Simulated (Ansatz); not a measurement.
A self-consistent single point of TaN (P31m, 6 atoms in the cell) with Ansatz (a program for electronic structure).

Computed with PBEsol, default PAW files made with PBE (plane waves; Ansatz).

```yaml
crystal:
  lattice:
    - [5.23454, 0.00000, 0.00000]
    - [-2.61727, 4.53325, 0.00000]
    - [0.00000, 0.00000, 2.92932]
  atoms:
    - { symbol: Ta, position: [0.00000, 0.00000, 0.01707] }
    - { symbol: Ta, position: [0.33333, 0.66667, 0.50000] }
    - { symbol: Ta, position: [0.66667, 0.33333, 0.50000] }
    - { symbol: N, position: [0.39239, 0.00000, 0.00000] }
    - { symbol: N, position: [0.60761, 0.60761, 0.00000] }
    - { symbol: N, position: [0.00000, 0.39239, 0.00000] }
```

Reference input (self-consistent single point, DFT, PBEsol, plane waves, default PAW files made with PBE): basis.ecutwfc = 30.9 Ry; kpoints.mp_grid.grid = 7 7 11; hamiltonian.xc = pbesol; hamiltonian.pseudopotentials = {kind: paw} (the program's default PAW files); scf.occupations.method = fermi_dirac; scf.occupations.width = 0.0073 Ry. This run's input differs from it in these lines:

Ansatz 0.2 input:
```diff
@@ -15,3 +15,3 @@
 kpoints:
-  mp_grid: { grid: [7, 7, 11] }
+  mp_grid: { grid: [17, 17, 26] }
 hamiltonian:
@@ -20,3 +20,3 @@
 scf:
-  occupations: { method: fermi_dirac, width: 0.0073 Ry }
+  occupations: { method: tetrahedron }
 output:
```

Output, abridged:

```
SCF iter   1: F=—  HF=-30562.919907 eV  |F-HF|=—  |Δ(HF+E_count)|=         —  Δρ=1.14e-2  dr2=8.45e-2  ethr=1.77e-3  ⟨swp⟩=6.2  Hψ=103537  notcnv=0
all-band conjugate gradients solve this SCF's bands
preconditioner: auto → Kerker (q_TF=auto, 2.616 Å⁻¹)
SCF iter   2: F=—  HF=-30562.904979 eV  |F-HF|=—  |Δ(HF+E_count)|=   1.49e-2  Δρ=4.60e-3  dr2=1.18e-2  ethr=1.57e-4  ⟨swp⟩=2.1  Hψ=39304  notcnv=0  defer=1136
SCF iter   3: F=—  HF=-30562.903459 eV  |F-HF|=—  |Δ(HF+E_count)|=   1.52e-3  Δρ=2.08e-3  dr2=2.66e-3  ethr=2.18e-5  ⟨swp⟩=2.5  Hψ=32565  notcnv=0  defer=1193
   [... lines left out ...]
SCF iter   6: F=—  HF=-30562.902943 eV  |F-HF|=—  |Δ(HF+E_count)|=   2.29e-7  Δρ=1.82e-5  dr2=2.31e-7  ethr=8.95e-9  ⟨swp⟩=3.2  Hψ=41199  notcnv=0  defer=1193
SCF iter   7: F=-30562.902944 eV  HF=-30562.902944 eV  |F-HF|=2.02e-9  |Δ(HF+E_count)|=   5.32e-8  Δρ=2.99e-6  dr2=5.33e-9  ethr=1.85e-10  ⟨swp⟩=7.1  Hψ=90453  notcnv=0
the band table was not solved further: it holds the bands as the self-consistency loop left them (on a frozen-density pass, as that pass's own solve left …
SCF 1 converged in 7 iterations: F = -30562.902944 eV  dr2 = 5.33e-9
Stability not checked (fill_not_monotonic)
Free energy (F): -30562.902944 eV
Internal energy: -30562.902944 eV  (E = F + TS)
E sigma→0 (E₀):  -30562.902944 eV
Fermi energy:    19.142327 eV
--- Forces (eV/Å), atoms counted from 1 ---
  atom   1  Ta     0.00000000     0.00000000    -0.56504679
  atom   2  Ta     0.00000000    -0.00000000     0.04024637
  atom   3  Ta     0.00000000     0.00000000     0.04024637
  atom   4  N     -0.03481081     0.00000000     0.16151757
  atom   5  N      0.01740540     0.03014704     0.16151757
  atom   6  N      0.01740540    -0.03014704     0.16151757
--- Stress (GPa, compression-positive) ---
       -9.665074       0.000000       0.000000
        0.000000      -9.665074       0.000000
        0.000000       0.000000     -11.052158
  P = ⅓ Tr σ = -10.1274 GPa (-101.274 kbar)
  The stress holds the Pulay correction. Without it, at fixed plane waves, as pw.x and ABINIT print it: P = -10.5660 GPa
```

The run converged in 7 iterations. Against the reference run the free energy rises by 1.7 meV/atom, the pressure hardly changes (-10.09 to -10.13 GPa) and the largest force moves little (0.561 to 0.565 eV/Å).

The starting cell comes from a database of computed structures (which also holds hypothetical and non-ambient phases and stackings), without a prior relaxation at this level. Its lattice was rescaled by up to half a per cent. One atom was moved a little off its site on purpose. Spin polarisation is off. With a pressure of about -10 GPa the cell is away from its equilibrium volume at this level. Ansatz's pressure includes its estimate of the finite-basis (Pulay) stress.

Cost on one core of a shared machine: roughly 2 min.
